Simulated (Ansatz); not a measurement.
**SrTiO3, response to strain**

Consider SrTiO3 in the cubic perovskite structure (space group Pm-3m, No. 221; a = 3.854 Å).

Strains are applied to the cell and any free atomic positions relax.

Calculations: LDA/PAW in Ansatz (a first-principles code), spin-orbit coupling left out.

Notes on the quantities. energy relative to the base: free energy F.

```json
[
 {"case": "base", "pressure": "0.0 kbar", "band gap": "1.85 eV", "smallest direct gap": "2.17 eV", "volume per atom": "11.45 Å³", "energy relative to the base": "0 meV/atom"},
 {"case": "isotropic strain +0.60 %", "pressure": "-34.9 kbar", "band gap": "1.82 eV", "smallest direct gap": "2.16 eV", "volume per atom": "11.66 Å³", "energy relative to the base": "+2.3 meV/atom"},
 {"case": "isotropic strain +1.20 %", "pressure": "-66.8 kbar", "band gap": "1.79 eV", "smallest direct gap": "2.14 eV", "volume per atom": "11.87 Å³", "energy relative to the base": "+9.0 meV/atom"},
 {"case": "isotropic strain +1.80 %", "pressure": "-96.1 kbar", "band gap": "1.76 eV", "smallest direct gap": "2.12 eV", "volume per atom": "12.08 Å³", "energy relative to the base": "+20 meV/atom"},
 {"case": "isotropic strain +2.40 %", "pressure": "-123.0 kbar", "band gap": "1.73 eV", "smallest direct gap": "2.09 eV", "volume per atom": "12.29 Å³", "energy relative to the base": "+34 meV/atom"},
 {"case": "isotropic strain +3.00 %", "pressure": "…", "band gap": "…", "smallest direct gap": "…", "volume per atom": "12.51 Å³", "energy relative to the base": "…"}
]
```

**Question.** Some entries are withheld; estimate them.

**Answer.** 
- isotropic strain +3.00 %, pressure: -147.5 kbar
- isotropic strain +3.00 %, band gap: 1.70 eV
- isotropic strain +3.00 %, smallest direct gap: 2.07 eV
- isotropic strain +3.00 %, energy relative to the base: +53 meV/atom

Whether these cells are dynamically stable was not tested. All final runs are without spin polarisation. Many cubic perovskites are stable only at high temperature; tilts and polar distortions were not tested.
